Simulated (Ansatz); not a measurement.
Start from PbSe in the rock salt structure (space group Fm-3m, No. 225; a = 6.178 Å). Axes: x, y, z lie along the cube axes.

Structures relaxed with r2SCAN (Ansatz, an electronic-structure program, PAW, without spin-orbit coupling).

Base:

Simulated powder pattern, Mo Kα, λ = 0.71073 Å (kinematic, ideal powder, no thermal factors, no anomalous dispersion; the 14 strongest lines at most, above 2 %, up to 2θ = 40°):

| 2θ (°) | I/Imax (%) | hkl |
|---|---|---|
| 11.44 | 35 | (111) |
| 13.21 | 100 | (200) |
| 18.73 | 83 | (220) |
| 22.00 | 22 | (311) |
| 22.99 | 32 | (222) |
| 26.61 | 16 | (400) |
| 29.04 | 10 | (331) |
| 29.81 | 45 | (420) |
| 32.74 | 34 | (422) |
| 34.78 | 7.9 | (511) |
| 37.98 | 10 | (440) |
| 39.79 | 7.8 | (531) |

After one change:

Simulated powder pattern, Mo Kα, λ = 0.71073 Å (kinematic, ideal powder, no thermal factors, no anomalous dispersion; the 14 strongest lines at most, above 2 %, up to 2θ = 40°):

```tsv
2θ (°)	I/Imax (%)
11.67	35
13.48	100
19.11	82
22.45	22
23.46	31
27.16	16
29.65	10.0
30.43	44
33.42	33
35.51	7.8
38.78	10
```

**Question.** Which change produced these results?
A) uniaxial stress, 1 GPa compression along x
B) biaxial strain +1.26 %, plane normal [001], relaxed out of plane
C) isotropic strain −1.99 %
D) tensor shear ε_yz = +0.95 %

**Answer.** C, isotropic strain −1.99 %. Its volume per atom is 27.75 Å³ against 29.47 Å³, and its space group is Fm-3m (No. 225).

Stability under load was not tested beyond the relaxation.
